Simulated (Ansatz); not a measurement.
Results of PBEsol (Ansatz, an electronic-structure program, plane waves, PAW) for SiC (model structure, P6₂22, No. 180, 6 atoms in the cell).

Numerical settings: plane-wave cutoff 520 eV, 24×24×8 k mesh (along the axes of the cell as run), Fermi–Dirac smearing 0.05 eV, scalar-relativistic PAW data made under PBE.

Computed at the level's own relaxed cell.

```
CSi
1.0
    3.06572     0.00000     0.00000
   -1.53286     2.65499     0.00000
    0.00000     0.00000     7.03117
Si C
3 3
Direct
  0.50000   0.00000   0.66667
  0.00000   0.50000   0.33333
  0.50000   0.50000   0.00000
  0.50000   0.00000   0.16667
  0.00000   0.50000   0.83333
  0.50000   0.50000   0.50000
```

Problem. List the 15 lowest band energies at Γ above −25 eV (eV, relative to the valence band maximum), grouping those that round alike.

Solution. At Γ: -16.94, -14.35 (×2), -6.71 (×2), -3.20, -1.68 (×2), -0.36 (×2), -0.21, 0.00, 3.35 (×2), 4.30.

Note: the relaxation could raise the start's symmetry but not lower it, so the cell can be a saddle point.

A model structure was made by putting elements into a prototype or built by hand; it is no filed structure, need not be a known phase, and can be a saddle point held by its symmetry.
